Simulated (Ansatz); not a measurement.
Mo: response to strain

The parent structure is Mo in the bcc (W type) structure (space group Im-3m, No. 229; a = 3.112 Å; relaxed with 0.1 eV smearing).

Strains are applied to the cell and any free atomic positions relax.

Method: DFT with LDA, PAW potentials and a 420 eV plane-wave cutoff in Ansatz (an electronic-structure program), scalar-relativistic without spin-orbit coupling.

Notes on the quantities. energy relative to the base: free energy F.

```tsv
case	pressure	volume per atom	energy relative to the base
base	0.0 GPa	15.06 Å³	0 meV/atom
isotropic strain −3.00 %	32.2 GPa	13.75 Å³	+122 meV/atom
isotropic strain −2.50 %	25.9 GPa	13.96 Å³	+84 meV/atom
isotropic strain −1.50 %	14.5 GPa	14.39 Å³	+29 meV/atom
isotropic strain −1.00 %	9.4 GPa	14.61 Å³	+13 meV/atom
isotropic strain +0.50 %	-4.2 GPa	15.29 Å³	+3.0 meV/atom
isotropic strain +1.00 %	-8.2 GPa	15.52 Å³	+12 meV/atom
isotropic strain +2.00 %	-15.3 GPa	15.98 Å³	+46 meV/atom
isotropic strain +2.50 %	-18.5 GPa	16.22 Å³	+71 meV/atom
isotropic strain +3.00 %	-21.5 GPa	16.46 Å³	+101 meV/atom
```

No phonon test of stability was made. The final runs are not spin-polarised.
